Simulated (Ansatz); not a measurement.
# V2O5 (Pmmn, No. 59, 14 atoms in the cell; start mp-754670)

All values below come from PBEsol in Ansatz (PAW).

Run with plane-wave cutoff 500 eV, 12×4×6 k mesh (along the axes of the cell as run), gaussian smearing 0.02 eV, no spin polarisation, scalar-relativistic PAW data made under PBE.

Cell (relaxed at this level):

```cif
data_O10V4
_chemical_formula_sum 'V4 O10'
_space_group_name_H-M_alt 'Pmmn :1'
_space_group_IT_number 59
_space_group_name_Hall 'P 2 2ab -1ab'
_cell_length_a 3.53758
_cell_length_b 11.51030
_cell_length_c 4.36767
_cell_angle_alpha 90.000
_cell_angle_beta 90.000
_cell_angle_gamma 90.000
loop_
_space_group_symop_operation_xyz
  'x, y, z'
  '-x, -y, z'
  'x+1/2, -y+1/2, -z'
  '-x+1/2, y+1/2, -z'
  '-x+1/2, -y+1/2, -z'
  'x+1/2, y+1/2, -z'
  '-x, y, z'
  'x, -y, z'
loop_
_atom_site_label
_atom_site_type_symbol
_atom_site_symmetry_multiplicity
_atom_site_Wyckoff_symbol
_atom_site_fract_x
_atom_site_fract_y
_atom_site_fract_z
_atom_site_occupancy
V1 V 4 e 0.50000 0.35139 0.11254 1
O1 O 2 a 0.00000 0.00000 0.99355 1
O2 O 4 e 0.00000 0.14629 0.52621 1
O3 O 4 e 0.00000 0.31844 0.00634 1
```

```
Property                       Result
--------  ---------------------------
band gap  1.82 eV (on the SCF k mesh)
```

Note: the relaxation could not lower the start's symmetry, so the cell can be a saddle point above a distorted one.

Static lattice: no zero-point or thermal effects.

A start named mp-… is a Materials Project structure, which need not be a measured phase.

Ansatz is an electronic-structure program.
